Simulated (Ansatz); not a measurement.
TiAl3 (I4/mmm, No. 139), relaxed in Ansatz (plane waves) with several semilocal functionals. Each gives its own volume and its own bulk modulus:

```tsv
level	V0 (Å³/atom)	bulk modulus B0 (GPa)	ln V0	ln B0
LDA	15.145	117	2.7177	4.7622
PBEsol	15.567	111	2.7452	4.7095
r²SCAN+rVV10	15.581	117	2.7461	4.7622
PBE	15.936	106	2.7686	4.6634
RPBE	16.282	101	2.7901	4.6151
BLYP	16.437	92.2	2.7995	4.5240
```

Q: Fit a straight line to ln B0 against ln V0. What does it predict for r²SCAN-D4, whose volume is 15.507 Å³/atom?

A: With x = ln V0 and y = ln B0: means 2.76120 and 4.67273; Σ(Δx Δy) = -0.0133, Σ(Δx²) = 0.00473, so the slope is -2.80. At x = 2.7413 the line gives y = 4.67273 + (-2.80) × (2.7413 − 2.76120) = 4.7285, or 113 GPa. The run with r²SCAN-D4 gives 118 GPa, +4.4 % from the line. The rows used scatter about it by up to 4.8 %, while the largest value lies 27 % above the smallest. For comparison, PBE's own equation of state has B′ = 4.1, the slope −d ln B/d ln V at a fixed functional.

Ansatz's density-functional and Hartree–Fock values are scalar-relativistic unless marked +SOC, with PAW data made under PBE.

Ansatz is a program for electronic structure.
